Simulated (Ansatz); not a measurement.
OH on the 1x1 (10-10) surface of wurtzite ZnO (cut with top plane O + Zn), one in a 2x1 cell, energies for each (34.7 Å²). Energies are against H2O(g) − ½ H2(g), without zero-point or thermal terms; each row is named by its start (#2, #3: further inequivalent places of a kind).

Host crystal: wurtzite ZnO, with a band gap (PBE, scalar-relativistic without spin-orbit coupling).

Computed with PBE (plane waves to 420 eV, PAW; Ansatz, a first-principles code).

Model: 34-atom slab, 9.4 Å thick at the start under the adsorbate (thin: gaps and levels are the slab's own), 3x4x1 mesh, Fermi-Dirac 0.01 eV, dipole correction, 16 atoms held, the rest relaxed; each run with such symmetry as its start has; spin-polarised, no spin-orbit, no U, no dispersion correction.

A negative adsorption energy means that the adsorbate is more stable on the surface than in its reference. Starts that drift may end in the same place. Heights count from the host atoms within 0.3 Å of the top one. Moments of ungapped slabs depend on the mesh.

```
starting site                 E_ads (eV)  height (Å)  nearest host atom (Å)  bonded to  change of the vacuum step (eV)  lateral drift (Å)  moment (μB)
----------------------------  ----------  ----------  ---------------------  ---------  ------------------------------  -----------------  -----------
top O                               1.60        1.58                Zn 1.88         Zn                            0.73                2.1          0.8
top Zn                              1.38        1.47                Zn 2.04       2 Zn                            0.21                1.7          0.7
top Zn #2                           1.60        1.59                Zn 1.88         Zn                            0.76                1.9          0.8
over O at depth 0.9 Å               1.38        1.47                Zn 2.04       2 Zn                            0.19                0.4          0.7
hollow O-O-Zn-Zn-Zn                 1.38        1.47                Zn 2.04       2 Zn                            0.20                1.1          0.7
hollow beside O                     1.38        1.47                Zn 2.04       2 Zn                            0.20                1.8          0.7
bridge Zn-Zn (span 3.3 Å)           1.38        1.47                Zn 2.04       2 Zn                            0.17                0.4          0.7
bridge Zn-Zn (span 3.3 Å) #2        1.60        1.60                Zn 1.88         Zn                            0.71                0.5          0.8
```
